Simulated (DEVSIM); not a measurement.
Device: abrupt Ge n-p junction, at 250 K.

Layer 1 from the left is Ge, thickness (μm) 0.780, Nd (cm⁻³) 2.9e16, τn (s) 1.7e-6, τp (s) 1.7e-6. Layer 2 from the left is Ge, thickness (μm) 20.0, Na (cm⁻³) 7.1e17, τn (s) 1.7e-6, τp (s) 1.7e-6.

Left contact: ohmic. Right contact: ohmic. Voltage is applied to the left contact. Recombination: SRH at mid-gap, radiative, Auger. Mobility is μmin + (μ − μmin)/(1 + (N/Nref)^α).

Constants are typed, rounded textbook-type inputs, not results; the design itself was drawn at random and stands for no fabricated device. Values at 300 K; Nc and Nv go as T^1.5, mobilities as T to minus their exponent, the gap by Varshni's rule with the affinity fixed.

Ge: gap (eV) 0.664, affinity (eV) 4, permittivity 16, Nc (cm⁻³) 1.04e19, Nv (cm⁻³) 6e18, μn (cm²/Vs) 3900, μp (cm²/Vs) 1900, μn,min 150, μp,min 100, Nref,n 2.6e17, Nref,p 4e17, αn 0.56, αp 0.6, T exponent of μn 1.66, T exponent of μp 2.33, B (cm³/s) 6.4e-14, Cn (cm⁶/s) 1e-31, Cp (cm⁶/s) 1e-31, Varshni α (eV/K) 0.000477, Varshni β (K) 235.

**Question.** Estimate by hand the built-in potential, the peak field at zero bias, the capacitance at 0.3 V, and compare with a numerical solution.

**Answer.** 
- Built-in potential: ni = √(Nc Nv) exp(−Eg/2kT) = 7.88e11 cm⁻³ with Eg = 0.683 eV; Vbi = kT/q ln(Na Nd/ni²) = 0.522 V; numerical 0.522 V.
- Peak field at zero bias: depletion approximation: W = √(2εVbi/(qN)) = 0.182 μm with N = 2.79e16 cm⁻³; field = 2Vbi/W = 57300 V/cm; numerical 59600 V/cm (estimate below by 3.8 %).
- Capacitance at 0.3 V: C = √(qεN / 2(Vbi + |V|)) = 62.0 nF/cm²; numerical 63.9 nF/cm² (estimate below by 3.0 %).

DEVSIM, 1D drift-diffusion, Boltzmann statistics, complete ionisation; no tunnelling, impact ionisation, image-force lowering or self-heating.
